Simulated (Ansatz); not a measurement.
```xyz
2
Lattice="0.0000 2.6407 2.6407 2.6407 0.0000 2.6407 2.6407 2.6407 0.0000" Properties=species:S:1:pos:R:3 pbc="T T T"
P      1.3203     1.3203     1.3203
Al     0.0000     0.0000     0.0000
```

No spin polarisation.

Level of theory: PBE (Ansatz, a quantum-chemistry and plane-wave program; PAW; 420 eV plane waves; no spin-orbit coupling). Γ-centred 10×10×10 mesh, Fermi–Dirac width 0.05 eV.

Problem. Predict the hole mass, electron mass, width of the top valence band and band gap.

Solution. 
- Hole mass (degenerate bands, along [100]) = 0.24, 0.52, 0.52 mₑ (at Γ)
- Electron mass = 0.72 mₑ along k, 0.23 mₑ across (at X)
- Width of the top valence band = 3.15 eV
- Band gap = 1.37 eV

The cells carry an imposed strain or load. Masses are band curvatures over ±0.01 Å⁻¹ around the edge. Along k means along the line from Γ to the band edge. Stability against distortions was not tested. The cell was made from AlP in the zinc blende structure (space group F-43m, No. 216) by this change: isotropic strain −4.11 %.
